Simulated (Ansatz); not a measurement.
## ZnSe (F-43m): band-edge transport data

Input:

```
ZnSe
1.0
    0.00000     2.81672     2.81672
    2.81672     0.00000     2.81672
    2.81672     2.81672     0.00000
Zn Se
1 1
Direct
  0.00000   0.00000   0.00000
  0.75000   0.75000   0.75000
```

These are HSE06, rigid bands (plane waves, PAW, scalar-relativistic; Ansatz, a quantum-chemistry and plane-wave program) values and carry that method's errors. Cell: cell and atoms relaxed with PBEsol.

```yaml
band_gap: 2.50 eV
electron conductivity mass (300 K, dilute): 0.143 mₑ
effective density of states N_c (300 K): 1.3e18 cm⁻³
density_of_states_mass_electrons: 0.139 mₑ
Seebeck coefficient, n-type 1e19 cm⁻³, 300 K: -87 μV/K
```

Rigid bands; masses and Seebeck coefficients take one relaxation time τ for all states and one kind of carrier; polarons and phonon drag are left out. Spin-orbit coupling is left out. Geometry: cell and atoms relaxed with PBEsol.
